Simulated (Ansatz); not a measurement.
A working Ansatz (a first-principles code) input for KLaHf₂O₆ (P1, 10 atoms in the cell) (DFT, LDA (PW92), plane waves, default PAW files made with PBE):

Ansatz 0.2 input:
```yaml
# KLaHf2O6
crystal:
  lattice:
    - [0.00000000, 4.13107000, 4.13107000]
    - [4.13107000, 0.00000000, 4.13107000]
    - [4.13107000, 4.13107000, 0.00000000]
  atoms:
    - { symbol: K, position: [0.00047800, -0.00564000, -0.00071300] }
    - { symbol: La, position: [0.49765500, 0.50311200, 0.50090400] }
    - { symbol: Hf, position: [0.25307500, 0.24228800, 0.25308100] }
    - { symbol: Hf, position: [0.74699000, 0.75113600, 0.75344200] }
    - { symbol: O, position: [0.49815200, 0.49121200, 0.00751900] }
    - { symbol: O, position: [0.00293300, -0.00064300, 0.49699000] }
    - { symbol: O, position: [-0.00431700, 0.50780100, 0.49637700] }
    - { symbol: O, position: [0.50307600, 0.00968700, -0.00628000] }
    - { symbol: O, position: [0.50087600, -0.00522300, 0.50128900] }
    - { symbol: O, position: [0.00108100, 0.50626800, -0.00260900] }
basis:
  ecutwfc: 420.0
kpoints:
  mp_grid:
    grid: [3, 3, 3]
hamiltonian:
  xc: lda
  pseudopotentials:
    kind: paw
scf:
  occupations:
    method: fixed
output:
  forces: true
  eigenvalues: true
  stress: true
```

The run converged in 9 iterations: free energy E − TS (on the zero of these files) -41874.7930 eV; top of the valence band (on the code's own zero) 10.51 eV; gap on the k-point mesh 2.50 eV; pressure -8.78 GPa; largest force (vector length) 0.993 eV/Å. Each of these slips is then made, one at a time:

(1)
```diff
+  max_iter: 4
```

(2)
```diff
-  occupations:
-    method: fixed
```

**Question.** What happens in each case?

**Answer.** 
(1) An iteration limit that is too low. The run ended unconverged after 4 iterations.
```
did not converge after 4 iterations: onsite_residual = 1.06e-3 (threshold 1.00e-7), under the density mixer `msr1`, which `scf.mixing.algorithm: auto` chose by the deck's other keys (type `scf.mixing.algorithm: msr1` to keep it); at k-index 8, counted from 0 in this SCF's own list of k-points, the highest band that the last eigensolve's fill by cou [...]
```

(2) No occupation method given. The program stopped before any SCF iteration.
```
Error: YAML parse error: `scf.occupations.method` is required: fixed only where the cell keeps a band gap throughout the run, explicit beside scf.occupations.values (under evaluate: without them), else a smearing such as fermi_dirac (scf.occupations.width is optional; its entry in the input reference gives the default)
```

The starting cell comes from a database of computed structures (which also holds hypothetical and non-ambient phases and stackings), without a prior relaxation at this level. Its atoms were displaced at random from the sites of space group no. 225. Spin-orbit coupling is off. In the base run, with a pressure of about -9 GPa the cell is away from its equilibrium volume at this level. Ansatz's pressure includes its estimate of the finite-basis (Pulay) stress.

Left out of this page: 2 runs of the series stopped by limits of time or memory; 2 runs of the series outside the window shown, repeating another row's setting, or not comparable.
